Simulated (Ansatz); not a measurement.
TaC (Fm-3m), Ansatz (a first-principles code) with LDA, DFPT electron-phonon coupling, linearised Boltzmann equation: Condition of this run: functional LDA. phonon-limited resistivity 14.7 μΩ·cm at 300 K, 20.6 μΩ·cm at 400 K, current-weighted mean free path 4.8 nm, Drude plasma energy 8.36 eV.

Problem. Estimate the resistivity of a 20 nm square wire with diffuse walls from ρ ≈ ρ₀(1 + 3ℓ/4d).

Solution. 1 + 0.75 × 4.8/20 = 1.18, so ρ ≈ 17.3 μΩ·cm and a line 1 μm long has 434 Ω. The formula is the free-electron limit for d well above ℓ; grain boundaries add to it.

Problem. What temperature coefficient of resistance follows, and how does it compare with 1/T?

Solution. (ρ₄₀₀ − ρ₃₀₀)/(100 K × ρ₃₀₀) = 4.01×10⁻³ K⁻¹, against 1/T = 3.33×10⁻³ K⁻¹ for a resistivity proportional to T. It lies higher because phonons are still being populated at 300 K; impurities would add a constant and lower it.

Problem. Estimate the electronic thermal conductivity at 300 K by the Wiedemann-Franz law (L₀ = 2.44×10⁻⁸ W·Ω/K²).

Solution. L₀T/ρ = 2.44×10⁻⁸ × 300/(14.7×10⁻⁸) = 49.8 W/(m·K). Inelastic scattering puts the true Lorenz number somewhat under L₀ near and below the Debye temperature.

A metal at this level (no band gap). Only scattering by harmonic phonons is included (no impurities, grain boundaries, electron-electron scattering or thermal expansion). Spin-orbit coupling is left out, which matters with elements this heavy. The squared frequency of the phonon mode least converged on the k mesh is uncertain by about 23 %. Halving the electron mesh (32x32x32) moves the resistivity by up to 4 % at 300 K, the mean free path by up to 8 %. Smearing 0.20 eV; phonons on a 5x5x5 q mesh, which this run doesn't test.
